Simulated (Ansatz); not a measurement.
Start from PbSe in the rock salt structure (space group Fm-3m, No. 225; a = 6.2178 Å).

Structures relaxed with PBE in Ansatz (plane waves to 420 eV, PAW, no spin-orbit coupling).

Base:

Simulated powder pattern, Cu Kα, λ = 1.54184 Å (kinematic, ideal powder, no thermal factors, no anomalous dispersion; the 8 strongest lines at most, above 2 %, up to 2θ = 90°):

```json
[
 {"2θ (°)": "24.80", "I/Imax (%)": "36", "hkl": "(111)"},
 {"2θ (°)": "28.72", "I/Imax (%)": "100", "hkl": "(200)"},
 {"2θ (°)": "41.06", "I/Imax (%)": "77", "hkl": "(220)"},
 {"2θ (°)": "48.56", "I/Imax (%)": "19", "hkl": "(311)"},
 {"2θ (°)": "50.87", "I/Imax (%)": "28", "hkl": "(222)"},
 {"2θ (°)": "59.46", "I/Imax (%)": "13", "hkl": "(400)"},
 {"2θ (°)": "67.35", "I/Imax (%)": "37", "hkl": "(420)"},
 {"2θ (°)": "74.80", "I/Imax (%)": "27", "hkl": "(422)"}
]
```

After one change:

Simulated powder pattern, Cu Kα, λ = 1.54184 Å (kinematic, ideal powder, no thermal factors, no anomalous dispersion; the 8 strongest lines at most, above 2 %, up to 2θ = 90°):

```
2θ (°)  I/Imax (%)
------  ----------
24.43           35
28.28          100
40.43           78
47.80           19
50.07           28
58.50           13
66.23           37
73.52           28
```

Q: Which change produced these results?
A. isotropic strain +1.50 %
B. isotropic strain −1.00 %
C. isotropic strain +1.00 %
D. isotropic strain −0.50 %

A: A, isotropic strain +1.50 %. Its volume per atom is 31.42 Å³ against 30.05 Å³, and its space group is Fm-3m (No. 225).

Whether these cells are dynamically stable was not tested.

Ansatz is a program for electronic structure.
